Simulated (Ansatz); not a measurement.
The reference is ZnSnO$_{3}$ (space group R3c, No. 161).

```
ZnSnO3
1.0
    2.63902     1.52364     4.66974
   -2.63902     1.52364     4.66974
    0.00000    -3.04728     4.66974
Zn Sn O
2 2 6
Cartesian
  0.00000   0.00000   4.13326
  0.00000   0.00000  11.13787
  0.00000   0.00000   0.17619
  0.00000   0.00000   7.18081
  1.59709   0.04175   5.80297
 -0.83470   1.36225   5.80297
 -0.76239  -1.40400   5.80297
  0.76239   1.64328   8.13784
 -1.80432  -0.16139   8.13784
  1.04193  -1.48189   8.13784
```

Cartesian axes are those of the cell as printed.

Calculations: PBEsol (Ansatz, a quantum-chemistry and plane-wave program, PAW, no spin-orbit coupling), earlier PAW set.

Base values:

```
Quantity                         Value
-----------------------------  -------
Shortest interatomic distance  1.995 Å
```

Modification: tensile biaxial strain of 2.03 % in the plane normal to [001], as in epitaxy on a mismatched substrate; the out-of-plane cell vector and the atoms relax.

**Question.** What does the calculation give for the out-of-plane strain after the change?

**Answer.** The out-of-plane strain comes out as -1.93 %.

**Question.** How does this affect the shortest interatomic distance?

**Answer.** The shortest interatomic distance increases by 0.0198 Å, from 1.995 Å to 2.014 Å.

Stability against distortions was not tested.
